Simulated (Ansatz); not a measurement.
The starting structures come from a database of crystals and need not be the phases stable at ambient conditions.

Here is the system:

```
InNa5O4
1.0
    7.35578     0.00000     0.00000
    0.00000     7.55698     0.00000
    0.00000     0.00000     5.44418
Na In O
10 2 8
Direct
  0.25958   0.30533   0.25561
  0.74042   0.69467   0.25561
  0.75958   0.19467   0.74439
  0.24042   0.80533   0.74439
  0.24042   0.19467   0.74439
  0.75958   0.80533   0.74439
  0.74042   0.30533   0.25561
  0.25958   0.69467   0.25561
  0.00000   0.50000   0.80356
  0.50000   0.00000   0.19644
  0.00000   0.00000   0.22098
  0.50000   0.50000   0.77902
  0.00000   0.76572   0.01684
  0.00000   0.23428   0.01684
  0.50000   0.73428   0.98316
  0.50000   0.26572   0.98316
  0.23895   0.00000   0.42238
  0.76105   0.00000   0.42238
  0.73895   0.50000   0.57762
  0.26105   0.50000   0.57762
```

Space group of this cell: Pmmn. The cell is taken as given.

Transport runs along the normal of the first two printed cell vectors.

No gap correction and no spin-orbit coupling; mid-gap values are interpolated between computed energies.

**Question.** Estimate the band gap and the smallest decay constant κ at mid-gap that Ansatz (an electronic-structure program) with r2SCAN returns for this system.

**Answer.** Gap 2.35 eV on a 4×4×6 mesh; κ = 0.266 1/Å, at the zone centre.
